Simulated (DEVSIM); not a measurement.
# abrupt GaSb n-p junction

Device: abrupt GaSb n-p junction, at 300 K.

```
layer (left to right)  material  thickness (μm)  Nd (cm⁻³)  Na (cm⁻³)  τn (s)  τp (s)
---------------------  --------  --------------  ---------  ---------  ------  ------
1                          GaSb            50.0       8e15          -  4.4e-8  4.4e-8
2                          GaSb            73.0          -     7.5e17  4.4e-8  4.4e-8
```

Left contact: ohmic. Right contact: ohmic. Voltage is applied to the left contact. Recombination: SRH at mid-gap, radiative. Mobility is constant in doping.

This is a model device: material constants are rounded textbook-type values typed into the input, and sizes, dopings and lifetimes were drawn at random. Values at 300 K.

| parameter | GaSb |
|---|---|
| gap (eV) | 0.726 |
| affinity (eV) | 4.06 |
| permittivity | 15.7 |
| Nc (cm⁻³) | 2.1e17 |
| Nv (cm⁻³) | 1.8e19 |
| μn (cm²/Vs) | 5000 |
| μp (cm²/Vs) | 850 |
| B (cm³/s) | 1e-10 |

DEVSIM, 1D drift-diffusion, Boltzmann statistics, complete ionisation; no tunnelling, impact ionisation, image-force lowering or self-heating.

```
Quantity                                            Value
---------------------------------------------  ----------
Potential step across the device at zero bias     0.559 V
Largest field in the device at zero bias       48000 V/cm
Dark forward voltage at 1 A/cm²                   0.354 V
Dark forward voltage at 100 A/cm²                 0.549 V
```

Small-signal capacitance in reverse bias (quasi-static):

```
V (V)  C (nF/cm²)
-----  ----------
0.4          31.6
1            24.3
2            18.8
3            15.9
4            14.0
```

Dark forward current:

(V (V), J (A/cm²)): (-0.05, -3.1e-5); (-0.10, -0.00014); (-0.15, -0.00067); (-0.20, -0.0035); (-0.25, -0.021); (-0.30, -0.13); (-0.35, -0.86); (-0.40, -4.8); (-0.45, -18); (-0.50, -48); (-0.55, -100); (-0.60, -190); (-0.65, -300); (-0.70, -450); (-0.75, -630); (-0.80, -840); (-0.85, -1100); (-0.90, -1300); (-0.95, -1600); (-1.00, -1800); (-1.05, -2100)
